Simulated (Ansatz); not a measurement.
Abridged Ansatz (a program for electronic structure) output:

```
Pseudopotential: Be, paw, valence charge 2
Pseudopotential: S, paw, valence charge 6
Crystal: 4 atoms, lattice volume = 66.983 Å³
Basis set: ecut = 420 eV, 1295 PW (Γ), exchange–correlation on 48×48×80 points (8 copies of the dense FFT grid, shifted against one another)
Bands: 12, of which v1, the nominal top of the filled ones, is band 8 counted from 1 (7 counted from 0)
Symmetry: 16 space group operations
k-points: 30 of 144
Functional: x = pbe(κ = 0.804, μ = 0.2195149727645171), c = pbe(β = 0.06672455060314922), warm-up for x = pbe(κ = 0.804, μ = 0.2195149727645171) + 0.25 (exact …
SCF iter   1: F=—  HF=-1993.317405 eV  |F-HF|=—  |Δ(HF+E_count)|=         —  Δρ=1.48e-3  dr2=3.41e-3  ethr=1.77e-3  ⟨swp⟩=9.6  Hψ=2061  notcnv=0
SCF iter   2: F=-1993.315258 eV  HF=-1993.315846 eV  |F-HF|=5.87e-4  |Δ(HF+E_count)|=   1.56e-3  Δρ=8.07e-4  dr2=1.04e-3  ethr=2.13e-5  ⟨swp⟩=5.5  Hψ=1226  notcnv=0  defer=15
SCF 1 stopped early in 2 iterations: F = -1993.315258 eV  dr2 = 1.04e-3
Crystal: 4 atoms, lattice volume = 66.983 Å³
Functional: x = pbe(κ = 0.804, μ = 0.2195149727645171) + 0.25 (exact − pbe) at short range (hse, ω = 0.20786987370883472 Å⁻¹), c = pbe(β = 0.06672455060314922); HSE06 as pw.x's `hse` composes it (authors' and Libxc's form: `xc: wpbeh`)
SCF iter   1: F=—  HF=-1994.855236 eV  |F-HF|=—  |Δ(HF+E_count)|=         —  Δρ=3.10e-3  dr2=5.29e-3  ethr=6.51e-5  ⟨swp⟩=5.3  Hψ=1478  notcnv=0
SCF iter   2: F=—  HF=-1994.853639 eV  |F-HF|=—  |Δ(HF+E_count)|=   1.60e-3  Δρ=1.39e-3  dr2=1.09e-3  ethr=3.01e-5  ⟨swp⟩=3.0  Hψ=836  notcnv=0
SCF 2 stopped early in 7 iterations: F = -1994.856785 eV  dr2 = 1.62e-7
Crystal: 4 atoms, lattice volume = 66.983 Å³
SCF iter   1: F=—  HF=-1994.856771 eV  |F-HF|=—  |Δ(HF+E_count)|=         —  Δρ=2.04e-5  dr2=2.58e-7  ethr=8.22e-8  ⟨swp⟩=4.7  Hψ=994  notcnv=0
SCF iter   2: F=-1994.856771 eV  HF=-1994.856771 eV  |F-HF|=1.06e-9  |Δ(HF+E_count)|=   8.20e-8  Δρ=6.98e-6  dr2=1.18e-8  ethr=5.40e-11  ⟨swp⟩=2.7  Hψ=1381  notcnv=0
SCF 3 converged in 2 iterations: F = -1994.856771 eV  dr2 = 1.18e-8
Free energy (F): -1994.856771 eV
Internal energy: -1994.856771 eV  (E = F + TS)
E sigma→0 (E₀):  -1994.856771 eV
Fermi energy:    4.943883 eV
```

Problem. What was computed, and what are the main results?

Solution. BeS, 4 atoms in the cell, with HSE06 (Ansatz; PAW; 420 eV plane waves; spin-orbit coupling left out). The last SCF converged to F = -1994.856771 eV, or -498.7142 eV per atom. The total energy compares only with runs of the same code, potentials and settings.

Single points use the geometry relaxed with PBEsol. No phonon test of stability was made. The cell is BeS (space group P4/nmm, No. 129; a hypothetical phase, not in the database extracts checked; layered, stacked along the Cartesian z axis).
